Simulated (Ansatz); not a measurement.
Sc (model structure, started from the diamond type, Fd-3m, No. 227, 2 atoms in the cell): properties by level of theory

```
level (code)     equilibrium lattice constant a (Å)  cohesive energy (eV/atom)
---------------  ----------------------------------  -------------------------
LDA (Ansatz)                                  5.990                          ?
PBE (Ansatz)                                      ?                          ?
PBEsol (Ansatz)                               6.258                          ?
r²SCAN (Ansatz)                               6.330                       1.82
```

Question: Some entries are withheld; supply them.

Answer: 
- LDA (Ansatz, a quantum-chemistry and plane-wave program), cohesive energy (eV/atom): 2.92
- PBE (Ansatz), equilibrium lattice constant a (Å): 6.494
- PBE (Ansatz), cohesive energy (eV/atom): 2.13
- PBEsol (Ansatz), cohesive energy (eV/atom): 2.51

Ansatz's density-functional and Hartree–Fock values are scalar-relativistic unless marked +SOC, with PAW data made under PBE.

The crystal itself was run without spin with LDA, PBE, PBEsol, r²SCAN; a magnetic state was not tried in these runs.

Free atoms are spin-polarised, in the lowest state found; at levels without +SOC their spin–orbit coupling is left out.

Computed values are for the static lattice.

A model structure was made by putting elements into a prototype or built by hand; it is no filed structure, need not be a known phase, and can be a saddle point held by its symmetry.
